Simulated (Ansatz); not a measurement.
Defect migration in polar orthorhombic HfO2: interstitial F, charge state -1. The step: several atoms move together, F the farthest; the atom moves 2.28 Å along (0.32, -0.28, 0.11) of the unit cell; the moving atom starts with neighbours Hf at 2.18, Hf at 2.28, Hf at 2.31, Hf at 2.75; O at 2.25, O at 2.35, O at 2.38, O at 2.42, O at 2.45, O at 2.60, O at 2.63, O at 2.74 Å and ends with Hf at 2.14, Hf at 2.20, Hf at 2.40; O at 2.32, O at 2.35, O at 2.38, O at 2.42, O at 2.72, O at 2.78 Å. A PBE band in Ansatz (plane-wave PAW, the Γ point alone, 96 host sites, 42 SCF runs with any check of the saddle's order, static, no finite-size correction) gives a forward barrier of 0.89 eV. The saddle point's order was not checked. The host's phase is taken as given; its stability against other phases was not computed. The charge state is imposed; whether it is stable for some Fermi level was not computed. Sites that were not tried may lie lower.

Single points at the band's start and saddle point can refine it. Rough cost of one point, in units of the band's mean SCF on the same machine:

```json
[
 {"Level": "PBE, a 2×2×2 k-point mesh shifted by half a step", "Cost of one point": "about 9"},
 {"Level": "r2SCAN at 500 eV, the Γ point alone", "Cost of one point": "about 2"}
]
```

Question: Which of these move the barrier by more than 0.1 eV, and how far does each move it?

Answer: Not one does. PBE, a 2×2×2 k-point mesh shifted by half a step: -0.01 eV; r2SCAN at 500 eV, the Γ point alone: +0.06 eV. Each functional is compared with PBE at the same k-points.

Ansatz is a first-principles code.
